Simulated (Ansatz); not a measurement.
**Y2N (model structure, started from the CdI2 type, P-3m1, No. 164, 3 atoms in the cell)**

Method: LDA (plane waves, PAW; Ansatz, an electronic-structure program).

Numerical settings: plane-wave cutoff 520 eV, 18×18×10 k mesh (along the axes of the cell as run), Fermi–Dirac smearing 0.05 eV, scalar-relativistic PAW data made under PBE.

Cell (relaxed at this level):

```
Y2N
1.0
    3.42741     0.00000     0.00000
   -1.71371     2.96823     0.00000
    0.00000     0.00000     5.88577
N Y
1 2
Direct
  0.00000   0.00000   0.00000
  0.33333   0.66667   0.22163
  0.66667   0.33333   0.77837
```

For Y2N (model structure, started from the CdI2 type, P-3m1, No. 164, 3 atoms in the cell), the band gap comes out as none.

Note: the relaxation could raise the start's symmetry but not lower it, so the cell can be a saddle point.

Spin–orbit coupling is not included.

It cost around 2.1 core-minutes (rough) of CPU time.

A model structure was made by putting elements into a prototype or built by hand; it is no filed structure, need not be a known phase, and can be a saddle point held by its symmetry.
